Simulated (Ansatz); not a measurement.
## The (110) surface of bcc V in its 1x1 cell, outermost plane spacing 2.12 Å in the ideal cut

Level of theory: PBE (plane waves to 420 eV, PAW; Ansatz, a program for electronic structure).

Slab: 6 atoms, 10.6 Å thick at the start; k 15x15x1, smearing 0.1 eV, dipole-corrected; all atoms relaxed; start symmetry kept, larger cells not searched; no spin, no spin-orbit, no U.

The surface energy (mean of both faces) is 2.44 J/m^2, the surface energy before relaxation comes out as 2.50 J/m² and the work function of the top face is 4.73 eV. The energy released by relaxation is 0.049 eV and the cost comes out as very roughly 4 core-minutes.
